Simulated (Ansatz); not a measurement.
Start from Rh2Si (space group Pnma, No. 62; a cell from a computed database, its experimental status unchecked).

```
CELL_PARAMETERS angstrom
      5.36365     0.00000     0.00000
      0.00000     3.92170     0.00000
      0.00000     0.00000     7.39074
ATOMIC_POSITIONS crystal
  Si 0.28269 0.25000 0.89512
  Si 0.71731 0.75000 0.10488
  Si 0.21731 0.75000 0.39512
  Si 0.78269 0.25000 0.60488
  Rh 0.52635 0.75000 0.79965
  Rh 0.47365 0.25000 0.20035
  Rh 0.97365 0.25000 0.29965
  Rh 0.02635 0.75000 0.70035
  Rh 0.83847 0.25000 0.93015
  Rh 0.16153 0.75000 0.06985
  Rh 0.66153 0.75000 0.43015
  Rh 0.33847 0.25000 0.56985
```

Cartesian axes are those of the cell as printed.

All numbers come from PBEsol/PAW in Ansatz (a program for electronic structure), no spin-orbit coupling.

For the base:

| Property | Result |
|---|---|
| Pressure | 0.0 GPa |
| Volume per atom | 12.96 Å³ |
| Band gap | zero |

Perturbation: biaxial strain −2.69 %, plane normal [001], relaxed out of plane (Cartesian); in-plane vectors clamped, the third vector and the atoms free.

Q: Predict the new pressure, volume per atom and band gap.

A: The pressure (mean of the normal stresses, compression positive) goes from zero to 5.6 GPa; the volume per atom drops by 0.27 Å³, from 12.96 Å³ to 12.69 Å³; the band gap is still zero.

Whether these cells are dynamically stable was not tested. All final runs are without spin polarisation.
